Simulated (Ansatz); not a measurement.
**Ge under a change: tensor shear ε_xy = +2.00 %**

The reference is Ge in the diamond structure (space group Fd-3m, No. 227; a = 5.674 Å). Axes: x, y, z lie along the cube axes.

Modification: tensor shear ε_xy = +2.00 % (engineering shear γ = 0.0400); the atoms relax in the strained cell.

Method: r2SCAN, PAW, 500 eV (Ansatz, a quantum-chemistry and plane-wave program; without spin-orbit coupling). Γ-centred 10×10×10 mesh, Fermi–Dirac width 0.05 eV.

```csv
quantity,base,changed,shift
volume per atom,22.84 Å³,22.83 Å³,-0.01 Å³
space group,Fd-3m (No. 227),Imma (No. 74),–
energy relative to the base (free energy F),0 meV/atom,+7.6 meV/atom,+7.6 meV/atom
"pressure (mean of the normal stresses, compression positive)",0.0 GPa,0.1 GPa,+0.1 GPa
band gap,0.36 eV,zero,–
largest internal atomic displacement,–,0.014 Å,–
"stress (xx, yy, zz, yz, xz, xy; compression positive) (rough)",–,"(0.1, 0.1, 0.0, 0.0, 0.0, -2.6) GPa",–
```

Final structure:

```yaml
crystal:
  lattice:
    - [0.05674, 2.83720, 2.83720]
    - [2.83720, 0.05674, 2.83720]
    - [2.89394, 2.89394, 0.00000]
  atoms:
    - { symbol: Ge, position: [0.00248, 0.00248, 0.99752] }
    - { symbol: Ge, position: [0.24752, 0.24752, 0.25248] }
```

Without a gap, meshes like the base's 10×10×10 leave anisotropic stresses uncertain by several tenths of a GPa, and small strain energies with them. No phonon test of stability was made. Gaps under 0.05 eV, about the width of the smearing, are given as zero. A zero or small gap of Ge under tensor shear ε_xy = +2.00 % can be the functional's error rather than a property of the material.
